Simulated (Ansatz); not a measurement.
Antifluorite Li2Se, relaxed in Ansatz (plane waves) with several semilocal functionals. Each gives its own volume and its own elastic constant C11:

| level | V0 (Å³/atom) | elastic constant C11 (GPa) | ln V0 | ln C11 |
|---|---|---|---|---|
| LDA | 16.679 | 73.82 | 2.8142 | 4.3016 |
| PBEsol | 17.508 | 68.34 | 2.8627 | 4.2245 |
| PBE | 18.057 | 66.60 | 2.8935 | 4.1987 |

**Question.** Fit a straight line to ln C11 against ln V0. What does it predict for r²SCAN, whose volume is 17.866 Å³/atom?

**Answer.** With x = ln V0 and y = ln C11: means 2.85680 and 4.24160; Σ(Δx Δy) = -0.004231, Σ(Δx²) = 0.003196, so the slope is -1.32. At x = 2.8829 the line gives y = 4.24160 + (-1.32) × (2.8829 − 2.85680) = 4.2071, or 67.16 GPa. The run with r²SCAN gives 70.51 GPa, +5.0 % from the line. The rows used scatter about it by up to 0.9 %, while the largest value lies 11 % above the smallest.

Ansatz's density-functional and Hartree–Fock values are scalar-relativistic unless marked +SOC, with PAW data made under PBE.

Ansatz is a first-principles code.
